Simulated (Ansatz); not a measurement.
**Fermi-surface data of Al under load (space group I4/mmm)**

```yaml
crystal:
  lattice:
    - [0.00000, 2.02994, 1.95048]
    - [2.02994, 0.00000, 1.95048]
    - [2.02994, 2.02994, 0.00000]
  atoms:
    - { symbol: Al, position: [0.00000, 0.00000, 0.00000] }
```

Computed with PBEsol, rigid bands (plane waves, PAW, scalar-relativistic; Ansatz, a program for electronic structure). Condition of this run: uniaxial stress zz = 2 GPa (compression positive) (the target of the relaxation). Cell: cell and atoms relaxed with PBEsol, then loaded as said.

```json
{
  "density of states at the Fermi level": "0.394 states/(eV·cell), both spins",
  "bare Sommerfeld coefficient": "0.93 mJ/(mol of atoms·K²)",
  "drude_plasma_energy": "12.6 (x), 12.6 (y), 12.3 (z) eV",
  "root-mean-square Fermi velocity": "1.6e6 m/s",
  "resistivity times τ": "3.1 (x), 3.1 (y), 3.3 (z) ×10⁻²² Ω·m·s"
}
```

A metal at this level (no band gap); rigid bands, thermally averaged at 300 K, both spins. Spin-orbit coupling is left out. τ is one relaxation time for all states.
